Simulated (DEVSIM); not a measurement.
Structure: Schottky contact on p-type GaP, at 250 K.

| layer (left to right) | material | thickness (μm) | Na (cm⁻³) | τn (s) | τp (s) |
|---|---|---|---|---|---|
| 1 | GaP | 12.0 | 1.3e16 | 1.9e-7 | 1.9e-7 |
| 2 | GaP | 3.30 | 2e18 | 1.9e-7 | 1.9e-7 |

Left contact: Schottky, work function 5.29 eV, emission velocity 1.5e6 cm/s. Right contact: ohmic. Voltage is applied to the left contact. Recombination: SRH at mid-gap, radiative, Auger. Mobility is μmin + (μ − μmin)/(1 + (N/Nref)^α).

This is a model device: material constants are rounded textbook-type values typed into the input, and sizes, dopings and lifetimes were drawn at random. Values at 300 K; Nc and Nv go as T^1.5, mobilities as T to minus their exponent, the gap by Varshni's rule with the affinity fixed.

```csv
parameter,GaP
gap (eV),2.26
affinity (eV),3.8
permittivity,11.1
Nc (cm⁻³),1.8e19
Nv (cm⁻³),1.9e19
μn (cm²/Vs),250
μp (cm²/Vs),150
"μn,min",10
"μp,min",10
"Nref,n",4.4e18
"Nref,p",1e18
αn,0.8
αp,0.85
T exponent of μn,1.6
T exponent of μp,1.98
B (cm³/s),1e-13
Cn (cm⁶/s),1e-30
Cp (cm⁶/s),1e-30
Varshni α (eV/K),0.00058
Varshni β (K),372
```

Simulated with DEVSIM: 1D drift-diffusion, Boltzmann statistics, complete ionisation; no tunnelling, impact ionisation, image-force lowering or self-heating. Metal contacts follow the ideal Schottky-Mott rule: no Fermi-level pinning, no interface dipoles.

The metal work function was swept, all else fixed.

| metal work function (eV) | dark forward voltage at 1 A/cm² (V) | potential step across the device at zero bias (V) | dark forward voltage at 100 A/cm² (V) |
|---|---|---|---|
| 5.09 | 0.675 | 0.947 | 1.048 |
| 5.14 | 0.625 | 0.897 | 0.998 |
| 5.19 | 0.575 | 0.847 | 0.948 |
| 5.24 | 0.525 | 0.797 | 0.898 |
| 5.29 | 0.475 | 0.747 | 0.848 |
| 5.34 | 0.425 | 0.697 | 0.798 |
| 5.39 | 0.375 | 0.647 | 0.748 |
| 5.44 | 0.325 | 0.597 | 0.698 |

From the first row to the last the dark forward voltage at 1 A/cm² goes from 0.675 to 0.325. From the first row to the last the potential step across the device at zero bias goes from 0.947 to 0.597.
